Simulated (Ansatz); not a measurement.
Stishovite (SiO2), treated with PBE (PAW; Ansatz, a first-principles code).

Numerical settings: plane-wave cutoff 520 eV, 8×8×12 k mesh (along the axes of the cell as run), Fermi–Dirac smearing 0.01 eV, scalar-relativistic PAW data made under PBE.

The cell has the measured lattice parameters. Conventional cell: a = 4.1790 Å, b = 4.1790 Å, c = 2.6649 Å, α = 90.00°, β = 90.00°, γ = 90.00°.

```
CELL_PARAMETERS angstrom
      4.17900     0.00000     0.00000
      0.00000     4.17900     0.00000
      0.00000     0.00000     2.66490
ATOMIC_POSITIONS crystal
  Si 0.00000 0.00000 0.00000
  Si 0.50000 0.50000 0.50000
  O  0.30566 0.30566 0.00000
  O  0.80566 0.19434 0.50000
  O  0.19434 0.80566 0.50000
  O  0.69434 0.69434 0.00000
```

### Question
List the 20 lowest band energies at Γ above −25 eV (eV, relative to the valence band maximum), grouping those that round alike.

### Answer
At Γ: -22.57, -18.95 (×2), -18.69, -10.91, -6.44 (×2), -6.26, -5.37, -5.09, -3.12 (×2), -2.49, -0.89 (×2), 0.00, 5.62, 6.75, 8.54 (×2).

Note: cell and atoms aren't relaxed at this level (pressure 10.9 GPa).
